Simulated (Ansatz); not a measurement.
# Cs2AgBiBr6: response to strain

Consider Cs$_{2}$AgBiBr$_{6}$ (space group Fm-3m, No. 225).

```xyz
10
Lattice="0.0000 5.7396 5.7396 5.7396 0.0000 5.7396 5.7396 5.7396 0.0000" Properties=species:S:1:pos:R:3 pbc="T T T"
Bi     0.0000     0.0000     0.0000
Ag     5.7396     5.7396     5.7396
Cs     2.8698     2.8698     2.8698
Cs     8.6093     8.6093     8.6093
Br     5.7396     2.8852     5.7396
Br     8.5939     5.7396     5.7396
Br     5.7396     8.5939     5.7396
Br     2.8852     5.7396     5.7396
Br     5.7396     5.7396     2.8852
Br     5.7396     5.7396     8.5939
```

Strains are applied to the cell and any free atomic positions relax.

Calculations: PBE (Ansatz, an electronic-structure program, PAW, no SOC).

Candidates:
(a) isotropic strain −1.50 %
(b) isotropic strain −2.25 %
(c) isotropic strain −0.75 %
(d) isotropic strain −3.00 %

Notes on the quantities. energy relative to the base: free energy F.

Order them by energy relative to the base, lowest first.

(c) isotropic strain −0.75 % (+1.2 meV/atom), (a) isotropic strain −1.50 % (+5.2 meV/atom), (b) isotropic strain −2.25 % (+12 meV/atom), (d) isotropic strain −3.00 % (+22 meV/atom)

Whether these cells are dynamically stable was not tested.
